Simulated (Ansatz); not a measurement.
Consider La2WN4 (space group I4/mmm, No. 139; a = 3.9600 Å, c = 12.6166 Å; a hypothetical phase, not in the database extracts checked). Axes: x, y, z lie along a, b, c of the conventional cell.

The change: uniaxial strain ε_xx = +0.45 %, all other strain components held at zero, atoms relaxed at fixed cell.

Levels (all Ansatz, a first-principles code, PAW): PBEsol (420 eV, spin-orbit coupling left out); PBEsol+SOC (420 eV, spin-orbit coupling included).

The geometry is relaxed with PBEsol.

| Quantity | Value |
|---|---|
| PBEsol pressure | -0.9 GPa |

**Question.** How does going to PBEsol+SOC change the pressure?

**Answer.** The pressure drops by 0.2 GPa, from -0.9 GPa to -1.1 GPa.

Single points use the geometry relaxed with PBEsol. The spin-orbit shifts are approximate. Whether these cells are dynamically stable was not tested. The runs without spin-orbit coupling are not spin-polarised.
